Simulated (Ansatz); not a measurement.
The parent structure is NbAs (space group I4_1md, No. 109).

```
CELL_PARAMETERS angstrom
     -1.73679     1.73679     5.87436
      1.73679    -1.73679     5.87436
      1.73679     1.73679    -5.87436
ATOMIC_POSITIONS crystal
  Nb 0.99889 0.99889 0.00000
  Nb 0.74889 0.24889 0.50000
  As 0.41711 0.41711 0.00000
  As 0.16711 0.66711 0.50000
```

Levels (all Ansatz, a program for electronic structure, PAW): PBE (420 eV, scalar-relativistic without spin-orbit coupling); r2SCAN (500 eV, spin-orbit coupling left out).

The geometry is relaxed with PBE.

```
Item            Value
------------  -------
PBE pressure  0.0 GPa
```

Predict the pressure from r2SCAN.

The pressure goes from zero to -1.4 GPa.

Single points use the geometry relaxed with PBE. Their cutoffs differ, which shifts pressures a little. Whether these cells are dynamically stable was not tested. The final runs are not spin-polarised.
